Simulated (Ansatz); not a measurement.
Hypothetical P6_3/mmc PbS, thickness series

The parent structure is PbS (space group P6_3/mmc, No. 194; a = 4.9511 Å, c = 5.9161 Å; a hypothetical phase, not in the database extracts checked). Axes: x lies along a and z along c of the hexagonal cell.

Free-standing slabs (4 atom(s) a layer) normal to the y axis with 15 Å of vacuum; in-plane cell held at bulk.

The values are results of Ansatz (a first-principles code), PBEsol, PAW, cutoff 420 eV, no SOC, not measurements.

Base values:

* **Band gap**: 1.29 eV

Question: The aim is a band gap between 0.91 eV and 0.99 eV. Which of these changes reaches it?
(A) 2 layers
(B) 4 layers
(C) 1 layer
(D) 3 layers

Answer: A, 2 layers. It gives 0.94 eV; 3 layers gives 0.74 eV; 4 layers gives 0.65 eV; 1 layer gives 1.58 eV. Changes not listed may reach it too

Spin-orbit coupling, missing from the scalar runs, can matter with Pb. Whether these cells are dynamically stable was not tested. The base started in P6_3mc and relaxed to P6_3/mmc at this level.
